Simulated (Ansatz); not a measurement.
For WC (model structure, started from the TiAs type, P6₃/mmc, No. 194, 8 atoms in the cell), PBE (Ansatz, a first-principles code, PAW) gives:

lattice constant a: 2.986 Å
c axis length: 10.959 Å

Task: What does PBE-D3(BJ) (Ansatz, plane waves, PAW) give for the same quantities?

Result: 
- lattice constant a: 2.960 Å (decreases by 0.9 %)
- lattice parameter c: 10.936 Å (drops by 0.2 %)

Changes are worked out from the printed values.

Unless a cell is named, each level is at its own relaxed cell (PBE 10.58, PBE-D3(BJ) 10.37 Å³/atom).

Levels without +SOC leave out spin–orbit coupling, which shifts energies and cells of such heavy elements.

Ansatz's density-functional and Hartree–Fock values are scalar-relativistic unless marked +SOC, with PAW data made under PBE.

A model structure was made by putting elements into a prototype or built by hand; it is no filed structure, need not be a known phase, and can be a saddle point held by its symmetry.
